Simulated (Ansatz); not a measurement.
How a calculation on Li3CrSiO5 (P-1, 40 atoms in the cell) responds to its settings

```
CELL_PARAMETERS angstrom
      5.08798     0.00000     0.00000
     -1.66798     5.65722     0.00000
     -1.62700    -1.64900    12.51006
ATOMIC_POSITIONS crystal
  Li 0.00000 0.50000 0.00000
  Li 0.50000 0.00000 0.50000
  Li 0.00000 0.00000 0.00000
  Li 0.50000 0.50000 0.50000
  Li 0.99714 0.29638 0.19895
  Li 0.00286 0.70362 0.80105
  Li 0.49714 0.79653 0.69894
  Li 0.50286 0.20347 0.30106
  Li 0.47885 0.39062 0.09177
  Li 0.52115 0.60938 0.90823
  Li 0.97884 0.89064 0.59177
  Li 0.02116 0.10936 0.40823
  Cr 0.49922 0.30258 0.69859
  Cr 0.50078 0.69742 0.30141
  Cr 0.99940 0.80233 0.19857
  Cr 0.00060 0.19767 0.80143
  Si 0.50012 0.90502 0.09588
  Si 0.49988 0.09498 0.90412
  Si 0.00004 0.40496 0.59588
  Si 0.99996 0.59504 0.40412
  O  0.72680 0.72426 0.06161
  O  0.27320 0.27574 0.93839
  O  0.22671 0.22431 0.56162
  O  0.77329 0.77569 0.43838
  O  0.22559 0.42831 0.35304
  O  0.77441 0.57169 0.64696
  O  0.72561 0.92839 0.85303
  O  0.27439 0.07161 0.14697
  O  0.70478 0.16937 0.04115
  O  0.29522 0.83063 0.95885
  O  0.20479 0.66931 0.54116
  O  0.79521 0.33069 0.45884
  O  0.23188 0.86716 0.35417
  O  0.76812 0.13284 0.64583
  O  0.73185 0.36724 0.85418
  O  0.26815 0.63276 0.14582
  O  0.77525 0.51613 0.26819
  O  0.22475 0.48387 0.73181
  O  0.27516 0.01616 0.76821
  O  0.72484 0.98384 0.23179
```
Moments meant for the start (each program seeds them in its own way; μB, in the order of the atoms Li Li Li Li Li Li Li Li Li Li Li Li Cr Cr Cr Cr Si Si Si Si O O O O O O O O O O O O O O O O O O O O): 0.0 0.0 0.0 0.0 0.0 0.0 0.0 0.0 0.0 0.0 0.0 0.0 3.0 3.0 3.0 3.0 0.0 0.0 0.0 0.0 0.0 0.0 0.0 0.0 0.0 0.0 0.0 0.0 0.0 0.0 0.0 0.0 0.0 0.0 0.0 0.0 0.0 0.0 0.0 0.0.

Base run A: Ansatz (a program for electronic structure) with PBEsol+U, default PAW files made with PBE, self-consistent single point.

Its settings: kpoints.mp_grid.grid = 3 3 2; hamiltonian.xc = pbesol; hamiltonian.pseudopotentials = {kind: paw} (the program's default PAW files); hamiltonian.hubbard.sites = [{species: Cr, l: d, u_eff: 3.7}] eV; magnetization.spin_polarized = true; scf.occupations.method = fermi_dirac; scf.occupations.width = 0.01 eV.

The starting cell comes from a database of computed structures (which also holds hypothetical and non-ambient phases and stackings), without a prior relaxation at this level. Its lattice was rescaled by a random factor within 2.5 % of one. The magnetic order is the one reached from the typed start; others were not searched systematically. With U or open f shells several self-consistent states can exist. The program warned that, by what it read of turns of the moments, another magnetic order lies lower. In the base run, with a pressure of about -15 GPa the cell is away from its equilibrium volume at this level. Ansatz's pressure includes its estimate of the finite-basis (Pulay) stress.

A dash stands where there is no value to compare (another energy zero or no entropy term, no result, no spin, no clean gap, or a mesh too coarse for one). 

These are the values that this program gave, and no reference: magnets with a U can end in a higher state.

Run A gave: pressure (GPa) -15.19; largest force (eV/Å) 0.941; gap on the mesh (eV) 2.973; size of the net moment (μB/atom) 0.30; Hubbard energy (eV/atom) 0.190.

Runs:
- B: hamiltonian.dispersion: default → d3bj [PBEsol-D3BJ+U]
- C: hamiltonian.dispersion: default → d3bjatm [PBEsol-D3BJ-ATM+U]
- D: hamiltonian.dispersion: default → d4 [PBEsol-D4+U]
- E: hamiltonian.xc: pbesol → r2scan; hamiltonian.dispersion: default → d4 [r2SCAN-D4+U]

Question: What does run D change against A?

Answer: The pressure goes from -15.19 to -16.74 GPa, the largest force moves little (0.941 to 0.939 eV/Å), the gap on the mesh stays at 2.973 eV and the size of the net moment stays at 0.30 μB/atom.

Question: What does run C change against A?

Answer: The pressure goes from -15.19 to -17.84 GPa, the largest force hardly changes (0.941 to 0.939 eV/Å), the gap on the mesh stays at 2.973 eV and the size of the net moment stays at 0.30 μB/atom.

```
run  pressure (GPa)  largest force (eV/Å)  gap on the mesh (eV)  size of the net moment (μB/atom)  Hubbard energy (eV/atom)  dispersion energy (eV/atom)
---  --------------  --------------------  --------------------  --------------------------------  ------------------------  ---------------------------
A            -15.19                 0.941                 2.973                              0.30                     0.190                            –
B            -18.46                 0.940                 2.973                              0.30                     0.190                       -0.179
C            -17.84                 0.939                 2.973                              0.30                     0.190                       -0.162
D            -16.74                 0.939                 2.973                              0.30                     0.190                       -0.088
E            -17.02                 1.011                 3.833                              0.30                     0.182                       -0.062
```

Keys are those of Ansatz 0.2.
